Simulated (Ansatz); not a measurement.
Take Ti in the hcp (Mg type) structure (space group P6_3/mmc, No. 194; a = 2.9359 Å, c = 4.6364 Å) as the base. Axes: x lies along a and z along c of the hexagonal cell.

Structures relaxed with r2SCAN (Ansatz, a program for electronic structure), no spin-orbit coupling.

Base:

Simulated powder pattern, Mo Kα, λ = 0.71073 Å (kinematic, ideal powder, no thermal factors, no anomalous dispersion; the 10 strongest lines at most, above 2 %, up to 2θ = 40°):

| 2θ (°) | I/Imax (%) | hkl |
|---|---|---|
| 16.07 | 24 | (100) |
| 17.64 | 25 | (002) |
| 18.34 | 100 | (101) |
| 23.95 | 15 | (102) |
| 28.02 | 17 | (110) |
| 31.22 | 18 | (103) |
| 32.46 | 2.6 | (200) |
| 33.30 | 19 | (112) |
| 33.70 | 14 | (201) |
| 37.18 | 3.1 | (202) |

The change: biaxial strain +3.79 %, plane normal [001], relaxed out of plane (Cartesian); in-plane vectors clamped, the third vector and the atoms free.

After the change:

Simulated powder pattern, Mo Kα, λ = 0.71073 Å (kinematic, ideal powder, no thermal factors, no anomalous dispersion; the 10 strongest lines at most, above 2 %, up to 2θ = 40°):

```tsv
2θ (°)	I/Imax (%)	hkl
15.48	25	(100)
17.96	100	(101)
18.15	22	(002)
23.94	14	(102)
26.98	19	(110)
31.25	2.8	(200)
31.60	16	(103)
32.60	14	(201)
32.71	19	(112)
36.38	3.2	(202)
```

The indices refer to the base's conventional cell; one index is shown for lines that coincide.

Stability against distortions was not tested. All final runs are without spin polarisation.
